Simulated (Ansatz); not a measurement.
Start from C in the diamond structure (space group Fd-3m, No. 227; a = 3.554 Å). Axes: x, y, z lie along the cube axes.

Method: Ansatz (a program for electronic structure) PBEsol, scalar-relativistic without spin-orbit coupling.

For the base:

The band gap is 4.03 eV.

The change: tensile biaxial strain of 2.08 % in the plane normal to [111], as in epitaxy on a mismatched substrate; the out-of-plane cell vector and the atoms relax.

Question: What happens to the band gap?

Answer: The band gap shrinks by 0.13 eV (4.03 eV → 3.90 eV).

Question: What happens to the out-of-plane strain?

Answer: The out-of-plane strain amounts to -0.22 %.

Stability against distortions was not tested.
